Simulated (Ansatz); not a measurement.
# SnSe2, pressure series

Take SnSe2 in the CdI2 type structure (space group P-3m1, No. 164; a = 3.840 Å, c = 6.007 Å; layered, stacked along the Cartesian z axis) as the base.

Cell and atoms are relaxed at each pressure.

Computed with PBE-D3(BJ) (Ansatz, an electronic-structure program; PAW; 420 eV plane waves; no spin-orbit coupling).

```json
[
 {"change": "base", "volume per atom": "25.57 Å³", "band gap": "0.36 eV", "c/a ratio": "1.564"},
 {"change": "pressure −1 GPa", "volume per atom": "26.78 Å³", "band gap": "0.60 eV", "c/a ratio": "1.618"},
 {"change": "pressure 0.3 GPa", "volume per atom": "25.31 Å³", "band gap": "0.31 eV", "c/a ratio": "___"},
 {"change": "pressure 0.7 GPa", "volume per atom": "25.01 Å³", "band gap": "0.25 eV", "c/a ratio": "1.542"},
 {"change": "pressure 1.5 GPa", "volume per atom": "24.49 Å³", "band gap": "0.14 eV", "c/a ratio": "1.522"},
 {"change": "pressure 3 GPa", "volume per atom": "23.72 Å³", "band gap": "zero", "c/a ratio": "1.495"},
 {"change": "pressure 5 GPa", "volume per atom": "22.87 Å³", "band gap": "zero", "c/a ratio": "1.464"},
 {"change": "pressure 7.5 GPa", "volume per atom": "22.11 Å³", "band gap": "zero", "c/a ratio": "1.444"},
 {"change": "pressure 10 GPa", "volume per atom": "21.50 Å³", "band gap": "zero", "c/a ratio": "___"}
]
```

Q: What belongs in the blanks?

A: 
- pressure 0.3 GPa, c/a ratio: 1.554
- pressure 10 GPa, c/a ratio: 1.436

A case with no gap was solved on a k-mesh chosen for an insulator, which is coarse for it. Load acts through the strain it causes; cell and atoms are relaxed under it. Whether these cells are dynamically stable was not tested. No other phases were tried under pressure. All final runs are without spin polarisation. The zero or small gap of SnSe2 under pressure 0.7 GPa, SnSe2 under pressure 1.5 GPa, SnSe2 under pressure 3 GPa and SnSe2 under pressure 5 GPa can change with the level of theory.
